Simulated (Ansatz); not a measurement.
Consider TlBr in the zinc blende structure (space group F-43m, No. 216; a = 7.3107 Å; a hypothetical phase, not in the database extracts checked).

Levels (all Ansatz, a quantum-chemistry and plane-wave program, PAW): PBEsol (420 eV, scalar-relativistic without spin-orbit coupling); HSE06 (420 eV, scalar-relativistic without spin-orbit coupling).

The geometry is relaxed with PBEsol.

| Quantity | Value |
|---|---|
| PBEsol band gap | 2.76 eV |

### Question
What does HSE06 give at this geometry for the band gap?

### Answer
The band gap increases by 0.784 eV, from 2.76 eV to 3.55 eV.

Single points use the geometry relaxed with PBEsol. HSE06 gaps are upper bounds (no full band path). With Tl present, leaving out spin-orbit coupling can change the band edges. Whether these cells are dynamically stable was not tested.
